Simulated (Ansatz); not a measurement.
Results of PBEsol (plane waves, PAW; Ansatz, a first-principles code) for L1₀ (CuAu-type) TiAl.

Total energies, extrapolated to zero smearing (they compare only within this program, potentials and cutoff):

```
system                         energy (eV/atom)
-----------------------------  ----------------
L1₀ (CuAu-type) TiAl, relaxed        -1499.6338
hcp Ti                               -2473.8972
fcc Al                                -524.5471
```

Q: Work out the enthalpy of formation per atom.

A: ΔH_f ≈ ΔE = -1499.6338 − [1 × (-2473.8972) + 1 × (-524.5471)]/2 = -0.412 eV/atom (0 K, no vibrations). The reference value is -0.38 eV/atom (measured, temperature not stated, no zero-point or thermal correction; as tabulated in Zope and Mishin (2003), arXiv:cond-mat/0306298), a difference of -0.032 eV/atom.

The PAW data were made under PBE.
